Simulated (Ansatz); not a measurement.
Worked example: relaxation of the atoms of VSi₂ (P1, 9 atoms in the cell) in Ansatz (an electronic-structure program).

Level of theory: PBEsol, PAW files made with PBE (plane waves; Ansatz).

The change in words: atoms moved at random; relax: default → atoms; relax.f_tol: default → 0.1 eV/Å. Reference geometry:
```
VSi2
1.0
    4.53480     0.00000     0.00000
   -2.26740     3.92725     0.00000
    0.00000     0.00000     6.31890
V Si
3 6
Direct
  0.00129   0.49284   0.16410
  0.50548   0.00060   0.49823
  0.49487   0.50077   0.83080
  0.84099   0.67939   0.49543
  0.16235   0.83278   0.83786
  0.32336   0.16405   0.16578
  0.16194   0.32935   0.50117
  0.83564   0.16602   0.83385
  0.67409   0.83420   0.17277
```

Reference input (self-consistent single point, DFT, PBEsol, plane waves, PAW files made with PBE): basis.ecutwfc = 420 eV; kpoints.mp_grid.grid = 7 7 4; hamiltonian.xc = pbesol; hamiltonian.pseudopotentials = {kind: paw} (the program's default PAW files); scf.occupations.method = cold; scf.occupations.width = 0.05 eV. This run's input differs from it in these lines:

Ansatz 0.2 input:
```diff
@@ -7,11 +7,11 @@
   atoms:
-    - { symbol: V, position: [0.001291, 0.492837, 0.164099] }
-    - { symbol: V, position: [0.505477, 0.000602, 0.498231] }
-    - { symbol: V, position: [0.494868, 0.500770, 0.830802] }
-    - { symbol: Si, position: [0.840986, 0.679390, 0.495432] }
-    - { symbol: Si, position: [0.162349, 0.832775, 0.837863] }
-    - { symbol: Si, position: [0.323359, 0.164050, 0.165777] }
-    - { symbol: Si, position: [0.161940, 0.329351, 0.501174] }
-    - { symbol: Si, position: [0.835645, 0.166023, 0.833852] }
-    - { symbol: Si, position: [0.674085, 0.834201, 0.172770] }
+    - { symbol: V, position: [-0.011416, 0.481788, 0.158406] }
+    - { symbol: V, position: [0.517367, 0.006550, 0.495123] }
+    - { symbol: V, position: [0.518078, 0.510166, 0.830660] }
+    - { symbol: Si, position: [0.845458, 0.689192, 0.484867] }
+    - { symbol: Si, position: [0.149224, 0.814501, 0.855281] }
+    - { symbol: Si, position: [0.330805, 0.172115, 0.179555] }
+    - { symbol: Si, position: [0.154837, 0.334364, 0.487314] }
+    - { symbol: Si, position: [0.822804, 0.172639, 0.847517] }
+    - { symbol: Si, position: [0.672842, 0.818684, 0.161278] }
 basis:
@@ -25,2 +25,4 @@
   occupations: { method: cold, width: 0.05 eV }
+relax:
+  f_tol: 0.1
 output:
```

Log, with long lists cut:

```
   [... SCF lines of the steps left out ...]
relax step   1: F+E_penalty+E_count = -12389.42331338 eV  Δ(F+E_penalty+E_count) = +0.000e0 eV  max|allowed force component| = 1.996e0 eV/Å  Δτ_max = 0.0000 Å  (6 SCF iters, dr2 threshold 1.00e-4 eV, accepted)
relax step   2: F+E_penalty+E_count = -12390.06332602 eV  Δ(F+E_penalty+E_count) = -6.400e-1 eV  max|allowed force component| = 7.177e-1 eV/Å  Δτ_max = 0.1112 Å  (6 SCF iters, dr2 threshold 1.00e-4 eV, accepted)
relax step   3: F+E_penalty+E_count = -12390.16627861 eV  Δ(F+E_penalty+E_count) = -1.030e-1 eV  max|allowed force component| = 1.624e-2 eV/Å  Δτ_max = 0.0610 Å  (5 SCF iters, dr2 threshold 3.22e-5 eV, accepted)
relax step   4: F+E_penalty+E_count = -12390.16628121 eV  Δ(F+E_penalty+E_count) = -2.597e-6 eV  max|allowed force component| = 1.640e-2 eV/Å  Δτ_max = 0.0000 Å  (4 SCF iters, accepted)
Stability not checked (fill_not_monotonic)
Free energy (F): -12390.166281 eV
Internal energy: -12390.166769 eV  (E = F + TS)
E sigma→0 (E₀):  -12390.166444 eV
Entropy (-TS):   0.000488 eV (0.054 meV/atom)
Fermi energy:    14.299797 eV
--- Forces (eV/Å), atoms counted from 1 ---
  atom   1  V      0.00029033    -0.00305472     0.00258728
  atom   2  V     -0.00738663    -0.00282146    -0.00165576
  atom   3  V      0.00281790     0.00695533     0.00378785
  atom   4  Si    -0.00249016    -0.01639872     0.00458255
  atom   5  Si     0.01340012     0.00006291    -0.00522669
  atom   6  Si     0.00670307     0.00139868    -0.00044381
   [... lines left out ...]
    - { symbol: Si, position: [0.3261018752723191, 0.16308085594362445, 0.1666820484728304] }
    - { symbol: Si, position: [0.16283690608852092, 0.32581845531003595, 0.49999290029346183] }
    - { symbol: Si, position: [0.8370452319560668, 0.1630688178359469, 0.8334237403599767] }
    - { symbol: Si, position: [0.6739623601790157, 0.8369155352669059, 0.166620047707529] }
```

The run converged. 

Summary of the result:
Free energy E − TS (on the zero of these files): -12390.1663 eV
Fermi level (on the code's own zero): 14.30 eV
Pressure: -0.82 GPa
Largest force (vector length): 0.017 eV/Å
Relaxation steps: 4

The starting cell comes from a database of computed structures (which also holds hypothetical and non-ambient phases and stackings), without a prior relaxation at this level. Its atoms were displaced at random from the sites of space group no. 180. For this run, on top of that: atoms moved at random. Spin polarisation is off. Ansatz's pressure includes its estimate of the finite-basis (Pulay) stress.

Cost on one core of a shared machine: roughly 3 min.
